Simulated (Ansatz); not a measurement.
**Quick settings and what they miss: GaAs (F-43m, 2 atoms in the cell)**

Self-consistent single point.

```yaml
crystal:
  lattice:
    - [0.00000, 2.88314, 2.88314]
    - [2.88314, 0.00000, 2.88314]
    - [2.88314, 2.88314, 0.00000]
  atoms:
    - { symbol: Ga, position: [0.00000, 0.00000, 0.00000] }
    - { symbol: As, position: [0.25000, 0.25000, 0.25000] }
```

Computed with PBE, PAW files (plane waves; Ansatz, an electronic-structure program).

Base settings: basis.ecutwfc = 420 eV; kpoints.mp_grid.grid = 7 7 7; hamiltonian.xc = pbe; hamiltonian.pseudopotentials = {kind: paw} (an earlier, softer set of the program's PAW files); scf.occupations.method = methfessel_paxton; scf.occupations.width = 0.1 eV.

Tight run (finer mesh or higher cutoff; not a proven limit): basis.ecutwfc: 420 eV → 590 eV; kpoints.mp_grid.grid: 7 7 7 → 10 10 10; scf.convergence.dr2_threshold: default (1e-07 eV) → 1e-09 eV. It gave pressure -0.63 GPa.

Quick runs, as changes from the base:
- A: the base itself
- B: basis.ecutwfc: 420 eV → 250 eV; kpoints.mp_grid.grid: 7 7 7 → 6 6 6
- C: basis.ecutwfc: 420 eV → 210 eV; kpoints.mp_grid.grid: 7 7 7 → 8 8 8; scf.occupations.method: methfessel_paxton → gaussian; scf.occupations.width: 0.1 eV → 0.136 eV
- D: basis.ecutwfc: 420 eV → 210 eV; kpoints.mp_grid.grid: 7 7 7 → 2 2 2; scf.occupations.method: methfessel_paxton → fermi_dirac; scf.occupations.width: 0.1 eV → 0.2 eV

Energies are extrapolated to zero smearing width, which holds to low order in the width alone.

The count of work is k-points × plane waves × bands × iterations; it is no time. 

Pressures in the table are Ansatz's without its Pulay estimate, at a fixed set of plane waves; the tight run's value above holds the estimate.

The starting cell comes from a database of computed structures (which also holds hypothetical and non-ambient phases and stackings), without a prior relaxation at this level. Its lattice was rescaled by a random factor within 2.5 % of one. A gap is left out here, as mesh or smearing make it unsure.

```tsv
run	energy less tight (meV/atom)	pressure less tight (GPa)	count of work / tight
A	6.1	-0.04	0.21
B	797.0	-38.80	0.085
C	4058.9	-137.80	0.11
D	4943.6	-121.45	0.013
```

Among the runs at the tight run's level, the energy misses run from 6.1 to 4943.6 meV/atom.

Left out of this page: 2 runs of the series unsound by tests on forces, stress, charge or solver warnings.

Keys are those of Ansatz 0.2.
